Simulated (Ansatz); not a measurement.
**Effect of x(Lu) = 0.625, 8 atoms, P3m1 on Hf**

Consider Hf in the hcp (Mg type) structure (space group P6_3/mmc, No. 194; a = 3.198 Å, c = 5.047 Å).

The other end (x = 1) is Lu in the hcp (Mg type) structure (space group P6_3/mmc, No. 194): 28.99 Å³/atom, gap zero.

Now apply this change: Lu replaces 62.5 % of the Hf, ordered in a cell of 8 atoms (starting symmetry P3m1) and fully relaxed.

Method: r2SCAN (Ansatz, a quantum-chemistry and plane-wave program), no spin-orbit coupling. k-mesh 16×16×3 (Γ-centred); smearing 0.05 eV (Fermi–Dirac), for the changed cell.

- Volume per atom: 26.06 Å³ (base 22.35 Å³)
- Density: 11.23 g/cm³ (base 13.26 g/cm³)
- Band gap: zero (base zero)
- Deviation of the volume from the linear (Vegard-type) interpolation: -1.7 %

Cost of the whole job for the changed cell (relaxation, final SCF and bands): about 60 core-minutes (a rough figure).

These are small ordered cells, not random alloys; other orderings at the same x differ. No phonon test of stability was made. All final runs are without spin polarisation. An odd electron count without spin: Lu5Hf3. Lu5Hf3 has a high density of states at the Fermi level and may be magnetic at this level.
